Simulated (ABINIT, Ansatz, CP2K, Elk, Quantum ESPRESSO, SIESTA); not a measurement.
LiNbSe₂ (P6_3/mmc, 8 atoms in the cell) computed with different codes at matched settings

Self-consistent single point.

```
LiNbSe2
1.0
    3.53331     0.00000     0.00000
   -1.76666     3.05994     0.00000
    0.00000     0.00000    13.54232
Li Nb Se
2 2 4
Cartesian
  0.00000   0.00000   0.00000
  0.00000   0.00000   6.77116
  0.00000   0.00000   3.38558
  0.00000   0.00000  10.15674
  0.00000   2.03996   1.71920
  1.76666   1.01998  11.82312
  1.76666   1.01998   8.49036
  0.00000   2.03996   5.05196
```

All programs got the same cell, k-point mesh and kind of occupations (some realise fixed ones as a very narrow smearing) (in Ansatz's words: kpoints.mp_grid.grid = 6 6 2; scf.occupations.method = fixed); potentials, basis and cutoffs are each program's usual ones.

| code | model | pressure (GPa) | largest force (eV/Å) | gap on the mesh (eV) | k-points | cutoff |
|---|---|---|---|---|---|---|
| SIESTA | GGA PBEsol, numerical atomic orbitals DZP, PseudoDojo PBEsol standard norm-conserving potentials (rewritten from UPF to PSML) | -0.89 | 0.257 | 0.688 | 46 | grid 350 Ry |
| Quantum ESPRESSO | PBEsol, GBRV 1.5 ultrasoft (PBESOL) pseudopotentials | -3.83 | 0.341 | 0.594 | 14 | 40 Ry |
| Ansatz | PBEsol, PAW files made with PBE | -3.76 | 0.338 | 0.596 | 14 | default |
| CP2K | PBEsol, GPW, DZVP-MOLOPT-SR-GTH basis, GTH-PBE potentials (GTH_POTENTIALS) | -2.05 | 0.203 | 0.616 | 40 | grid 500 Ry |
| ABINIT | PBEsol, norm-conserving pseudopotentials (PseudoDojo nc-sr-04 PBEsol standard) | -3.72 | 0.334 | 0.594 | 14 | 86 Ry |
| Elk | PBEsol, all-electron FP-LAPW, Elk's shipped species files, APW+lo basis with extra local orbitals | – | – | 0.596 | 14 | rgkmax 7.5 |

A dash marks a value that a program does not give, or that is left out as unsure.

Gaps are read on the mesh.

The spread over the programs that give each value: pressure within 2.94 GPa; largest force within 0.138 eV/Å; gap on the mesh within 0.094 eV.

The starting cell comes from a database of computed structures (which also holds hypothetical and non-ambient phases and stackings), without a prior relaxation at this level. On Ansatz's run: In the base run, with a pressure of about -4 GPa the cell is away from its equilibrium volume at this level.

### Question
Why do the programs differ, and what cannot be compared?

### Answer
Differences of this kind can come from the potentials, where these differ, and from what each basis and cutoff leave unconverged. The valence holds different numbers of electrons (SIESTA 96, Quantum ESPRESSO 56, Ansatz (an electronic-structure program) 96, CP2K 56, ABINIT 96). The zero of total energies and Fermi levels follows the potentials and each program's conventions, so they are not compared here. SIESTA and CP2K use small atom-centred bases, whose incompleteness enters pressures, forces and empty levels differently from a plane-wave cutoff. Elk treats all electrons, but the usual bases taken here (sphere radii, linearisation, local orbitals, empty states) were not tested for convergence, so the values are no reference for the others. Ansatz's pressure is given at a fixed set of plane waves, as the other plane-wave codes print theirs. The programs reduce the same mesh by symmetry to different extents, which changes the work and not the result. In the pressure, SIESTA (by 2.87) and CP2K (by 1.71) lie more than 1 GPa from the median of the plane-wave programs. In the force vectors, SIESTA (by 0.594) and CP2K (by 0.135) lie more than 0.08 eV/Å from the median of the plane-wave programs.

Left out of this page: GPAW (failed or unconverged); FLEUR (with a known weakness of the program).

Keys are those of Ansatz 0.2.
